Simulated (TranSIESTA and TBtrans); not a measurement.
Na chain with one bond stretched by 0.3 Å

Junction: Na chain with one bond stretched by 0.3 Å. Leads: straight Na chain, spacing 3.3 Å. Geometry: as built, not relaxed.

TranSIESTA and TBtrans, PBE, DZP numerical orbitals (energy shift 0.15 eV), PseudoDojo norm-conserving scalar-relativistic potentials, mesh cutoff 200 Ry, 300 K, no spin polarisation, no spin-orbit coupling; self-consistent non-equilibrium Green functions.

- Conductance at 300 K (G0 = 2e²/h): 0.99
- Mean T from −0.5 to 0.5 eV: 0.99

Energies count from the leads' Fermi level. Transmissions are for one spin of a degenerate pair. The energy step is 0.01 eV; narrower resonances are cut or missed.

| E (eV) | T | lead channels |
|---|---|---|
| -2.00 | 0 | 0 |
| -1.90 | 0 | 0 |
| -1.80 | 0 | 0 |
| -1.70 | 0 | 0 |
| -1.60 | 0 | 0 |
| -1.50 | 0 | 0 |
| -1.40 | 0 | 0 |
| -1.30 | 0 | 0 |
| -1.20 | 0 | 0 |
| -1.10 | 0 | 0 |
| -1.00 | 0 | 0 |
| -0.90 | 0 | 0 |
| -0.80 | 0.83 | 1 |
| -0.70 | 0.91 | 1 |
| -0.60 | 0.95 | 1 |
| -0.50 | 0.97 | 1 |
| -0.40 | 0.98 | 1 |
| -0.30 | 0.98 | 1 |
| -0.20 | 0.99 | 1 |
| -0.10 | 0.99 | 1 |
| 0.00 | 0.99 | 1 |
| 0.10 | 0.99 | 1 |
| 0.20 | 0.99 | 1 |
| 0.30 | 0.99 | 1 |
| 0.40 | 0.99 | 1 |
| 0.50 | 0.99 | 1 |
| 0.60 | 0.99 | 1 |
| 0.70 | 0.99 | 1 |
| 0.80 | 1.00 | 1 |
| 0.90 | 1.00 | 1 |
| 1.00 | 1.00 | 1 |
| 1.10 | 1.00 | 1 |
| 1.20 | 1.00 | 1 |
| 1.30 | 1.00 | 1 |
| 1.40 | 1.00 | 1 |
| 1.50 | 1.00 | 1 |
| 1.60 | 1.00 | 1 |
| 1.70 | 1.00 | 1 |
| 1.80 | 1.00 | 1 |
| 1.90 | 2.45 | 3 |
| 2.00 | 2.80 | 3 |

The straight chain is held at its spacing; free chains may zigzag or dimerise. No spin-polarised start was tried, so a magnetic state, if there is one, is missed.
